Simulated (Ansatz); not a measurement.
Cu3N, response to strain

Consider Cu3N (space group Pm-3m, No. 221).

```yaml
crystal:
  lattice:
    - [3.82686, 0.00000, 0.00000]
    - [0.00000, 3.82686, 0.00000]
    - [0.00000, 0.00000, 3.82686]
  atoms:
    - { symbol: Cu, position: [0.50000, 0.00000, 0.00000] }
    - { symbol: Cu, position: [0.00000, 0.50000, 0.00000] }
    - { symbol: Cu, position: [0.00000, 0.00000, 0.50000] }
    - { symbol: N, position: [0.00000, 0.00000, 0.00000] }
```

Strains are applied to the cell and any free atomic positions relax.

All numbers come from PBE/PAW in Ansatz (a program for electronic structure), spin-orbit coupling left out.

Notes on the quantities. energy relative to the base: free energy F.

```csv
isotropic strain (%),energy relative to the base (meV/atom)
0,0.0
0.6,?
1.2,6.3
1.8,13.9
2.4,24.1
3,36.9
```

Fit ΔE = Aε² + Bε³ (ε in %) to the rows shown and predict the withheld row.

Least squares on the printed values gives A = 4.56 and B = -0.15 meV/atom (largest residual 0.0 meV/atom); this predicts 1.6 meV/atom, and the run gives 1.6 meV/atom, in agreement.

Whether these cells are dynamically stable was not tested. The final runs are not spin-polarised.
